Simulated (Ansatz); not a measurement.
Consider HfO₂ (space group Pca2_1, No. 29; a = 5.247 Å, b = 5.030 Å, c = 5.059 Å).

The values are results of r2SCAN in Ansatz (plane waves to 500 eV, PAW, no spin-orbit coupling), not measurements.

One change was made to it. Results:

The shortest interatomic distance decreases by 0.0734 Å, from 2.032 Å to 1.958 Å; the gap character is direct at X; the band gap decreases by 0.99 eV, from 4.97 eV to 3.98 eV.

Question: What was done to the base?
(A) pressure 60 GPa
(B) pressure −2 GPa
(C) pressure 1.8 GPa

Answer: A, pressure 60 GPa. For comparison, the band gap in the other runs: pressure −2 GPa gives 4.95 eV; pressure 1.8 GPa gives 4.99 eV.

With Hf present, leaving out spin-orbit coupling can change the band edges. Load acts through the strain it causes; cell and atoms are relaxed under it. Stability against distortions was not tested. No other phases were tried under pressure. Along this pressure series the structure jumps between pressure 30 GPa and pressure 45 GPa; cells beyond that are another form of it. This is not the structure that HfO2 has at room temperature and ambient pressure. Labels are those of the standard path for the cell's own space group.

Ansatz is a program for electronic structure.
